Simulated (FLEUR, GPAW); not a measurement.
A FLEUR input for a self-consistent single point of In3Ge (P1, 8 atoms in the cell) (DFT, PBEsol, all-electron FLAPW (FLEUR), scalar-relativistic valence):

Input of the input generator:

```
In3Ge crystal
&input film=f /
12.4068391790 -0.0000002424 0.0000000000
-6.2034193795 10.7446380309 0.0000000000
0.0000000000 0.0000000000 9.8564032852
1.0
1.0 1.0 1.0

8
49 0.3553450000 0.1674190000 0.7519120000
49 0.6377950000 0.8258330000 0.2547490000
49 0.1614140000 0.3315710000 0.2569000000
49 0.8366780000 0.6613190000 0.7613620000
49 0.8303680000 0.1783300000 0.7440010000
49 0.1881800000 0.8459680000 0.2488070000
32 0.6604100000 0.3337250000 0.2461300000
32 0.3298100000 0.6558350000 0.7361390000

&comp jspins=1 /
&exco xctyp='PBEs' /
&kpt div1=3 div2=3 div3=4 gamma=t /
&end /
```

```xml
<?xml version="1.0" encoding="UTF-8" standalone="no"?>
<fleurInput fleurInputVersion="0.39">
   <comment>
      In3Ge crystal                                                                                       
   </comment>
   <calculationSetup>
      <cutoffs Kmax="3.8" Gmax="11.4" GmaxXC="11.4" numbands="0"/>
      <scfLoop itmax="60" minDistance="0.00001" maxIterBroyd="25" imix="Anderson" alpha="0.05" precondParam="0.0" spinf="2.0"/>
      <coreElectrons ctail="T" frcor="F" kcrel="0" coretail_lmax="0"/>
      <xcFunctional name="PBEs" relativisticCorrections="F"/>
      <magnetism jspins="1"/>
      <soc l_soc="F" theta="0.0" phi="0.0" spav="F"/>
      <expertModes spex="0" secvar="F"/>
      <geometryOptimization l_f="T" forcealpha="1.0" forcemix="BFGS" epsdisp="0.00001" epsforce="0.00001"/>
      <ldaU l_linMix="F" mixParam="0.05" spinf="1.0"/>
   </calculationSetup>
   <cell>
      <bzIntegration valenceElectrons="106.0" mode="gauss" fermiSmearingEnergy="0.00734986">
         <kPointListSelection listName="default-1"/>
         <!-- k-points included here -->
         <xi:include xmlns:xi="http://www.w3.org/2001/XInclude" href="kpts.xml"> </xi:include>
      </bzIntegration>
      <!-- symmetry operations included here -->
      <xi:include xmlns:xi="http://www.w3.org/2001/XInclude" href="sym.xml"> </xi:include>
      <bulkLattice scale="1.0">
         <bravaisMatrix>
            <row-1>   12.4068391790000003    -0.0000002424000000     0.0000000000000000</row-1>
            <row-2>   -6.2034193794999997    10.7446380308999991     0.0000000000000000</row-2>
            <row-3>    0.0000000000000000     0.0000000000000000     9.8564032852000008</row-3>
         </bravaisMatrix>
      </bulkLattice>
   </cell>
   <atomSpecies>
      <species name="Indium (In)" element="In" atomicNumber="49">
         <mtSphere radius="2.68" gridPoints="925" logIncrement="0.014"/>
         <atomicCutoffs lmax="10" lnonsphr="8"/>
         <electronConfig flipSpins="F">
            <coreConfig>(1s1/2) (2s1/2) (2p1/2) (2p3/2) (3s1/2) (3p1/2) (3p3/2) (4s1/2) (3d3/2) (3d5/2) (4p1/2) (4p3/2)</coreConfig>
            <valenceConfig>(5s1/2) (4d3/2) (4d5/2) (5p1/2) (5p3/2)</valenceConfig>
            <stateOccupation state="(5p1/2)" spinUp="0.1666666666667" spinDown="0.1666666666667"/>
            <stateOccupation state="(5p3/2)" spinUp="0.3333333333333" spinDown="0.3333333333333"/>
         </electronConfig>
         <energyParameters s="5" p="5" d="5" f="4"/>
         <lo type="SCLO" l="2" n="4" eDeriv="0"/>
      </species>
      <species name="Germanium (Ge)" element="Ge" atomicNumber="32">
         <mtSphere radius="2.68" gridPoints="925" logIncrement="0.014"/>
         <atomicCutoffs lmax="10" lnonsphr="8"/>
         <electronConfig flipSpins="F">
            <coreConfig>(1s1/2) (2s1/2) (2p1/2) (2p3/2) (3s1/2) (3p1/2) (3p3/2)</coreConfig>
            <valenceConfig>(4s1/2) (3d3/2) (3d5/2) (4p1/2) (4p3/2)</valenceConfig>
            <stateOccupation state="(4p1/2)" spinUp="0.3333333333333" spinDown="0.3333333333333"/>
            <stateOccupation state="(4p3/2)" spinUp="0.6666666666667" spinDown="0.6666666666667"/>
         </electronConfig>
         <energyParameters s="4" p="4" d="3" f="4"/>
      </species>
   </atomSpecies>
   <atomGroups>
      <atomGroup species="Indium (In)">
         <relPos label="                   1">.3553450000 .1674190000 -.2480880000</relPos>
         <force calculate="T" relaxXYZ="TTT"/>
      </atomGroup>
      <atomGroup species="Indium (In)">
         <relPos label="                   2">-.3622050000 -.1741670000 .2547490000</relPos>
         <force calculate="T" relaxXYZ="TTT"/>
      </atomGroup>
      <atomGroup species="Indium (In)">
         <relPos label="                   3">.1614140000 .3315710000 .2569000000</relPos>
         <force calculate="T" relaxXYZ="TTT"/>
      </atomGroup>
      <atomGroup species="Indium (In)">
         <relPos label="                   4">-.1633220000 -.3386810000 -.2386380000</relPos>
         <force calculate="T" relaxXYZ="TTT"/>
      </atomGroup>
      <atomGroup species="Indium (In)">
         <relPos label="                   5">-.1696320000 .1783300000 -.2559990000</relPos>
         <force calculate="T" relaxXYZ="TTT"/>
      </atomGroup>
      <atomGroup species="Indium (In)">
         <relPos label="                   6">.1881800000 -.1540320000 .2488070000</relPos>
         <force calculate="T" relaxXYZ="TTT"/>
      </atomGroup>
      <atomGroup species="Germanium (Ge)">
         <relPos label="                   7">-.3395900000 .3337250000 .2461300000</relPos>
         <force calculate="T" relaxXYZ="TTT"/>
      </atomGroup>
      <atomGroup species="Germanium (Ge)">
         <relPos label="                   8">.3298100000 -.3441650000 -.2638610000</relPos>
         <force calculate="T" relaxXYZ="TTT"/>
      </atomGroup>
   </atomGroups>
   <output dos="F" band="F" slice="F">
      <checks vchk="F" cdinf="F"/>
      <bandDOS minEnergy="-.5*Htr" maxEnergy="0.5*Htr" sigma="0.015" storeEVData="T"/>
      <vacuumDOS vacdos="F" integ="F" star="F" nstars="0" locx1="0.0" locy1="0.0" locx2="0.0" locy2="0.0" nstm="0" tworkf="0.0"/>
      <unfoldingBand unfoldBand="F" supercellX="1" supercellY="1" supercellZ="1"/>
      <plotting iplot="0" polar="F">
         <plot TwoD="T" vec1="  1.0  0.0  0.0" vec2="  0.0  1.0  0.0" vec3="  0.0  0.0  1.0" zero="  0.0  0.0  0.0" file="plot"/>
      </plotting>
      <chargeDensitySlicing numkpt="0" minEigenval="0.0" maxEigenval="0.0" nnne="0" pallst="F"/>
      <specialOutput eonly="F"/>
      <magneticCircularDichroism mcd="F" energyLo="-10.0" energyUp="0.0"/>
   </output>
  <!-- We include the file relax.xml here to enable relaxations (see documentation) -->
  <xi:include xmlns:xi="http://www.w3.org/2001/XInclude" href="relax.xml"> <xi:fallback/> </xi:include>
</fleurInput>
```

### Question
Translate this input to GPAW.

### Answer
One input that does it (others would too):

```python
from ase import Atoms
from ase.units import GPa
from gpaw import GPAW

atoms = Atoms(['In', 'In', 'In', 'In', 'In', 'In', 'Ge', 'Ge'],
              cell=[[6.565416, 0.000000, 0.000000],
                    [-3.282708, 5.685818, 0.000000],
                    [0.000000, 0.000000, 5.215784]],
              positions=[[1.783400, 0.951914, 3.921811],
                         [1.476421, 4.695536, 1.328716],
                         [-0.028701, 1.885252, 1.339935],
                         [3.322222, 3.760139, 3.971100],
                         [4.866306, 1.013952, 3.880549],
                         [-1.541586, 4.810020, 1.297724],
                         [3.240345, 1.897500, 1.283761],
                         [0.012425, 3.728958, 3.839542]],
              pbc=True)

calc = GPAW(mode={'name': 'pw', 'ecut': 550},
            xc='PBEsol',
            kpts={'size': (3, 3, 4), 'gamma': True},
            occupations={'name': 'methfessel-paxton', 'width': 0.2, 'order': 0},
            nbands=-12,
            convergence={'density': 1e-05, 'energy': 1e-05},
            symmetry={'symmorphic': False, 'tolerance': 0.0005},
            maxiter=150)

atoms.calc = calc

energy = atoms.get_potential_energy()
print('Energy (eV):', round(energy, 6))
forces = atoms.get_forces()
print('Forces (eV/Ang):')
print(forces.round(5))
stress = atoms.get_stress()
print('Stress (GPa, Voigt):', (stress / GPa).round(4))
```

Basis settings and potentials, where a program has them, do not carry over. This input uses DFT PBEsol, plane waves, GPAW PAW datasets PBEsol (made by gpaw-setup).

The starting cell comes from a database of computed structures (which also holds hypothetical and non-ambient phases and stackings), without a prior relaxation at this level. Its lattice was rescaled by a random factor within 2.5 % of one. For this run, on top of that: atoms moved at random.
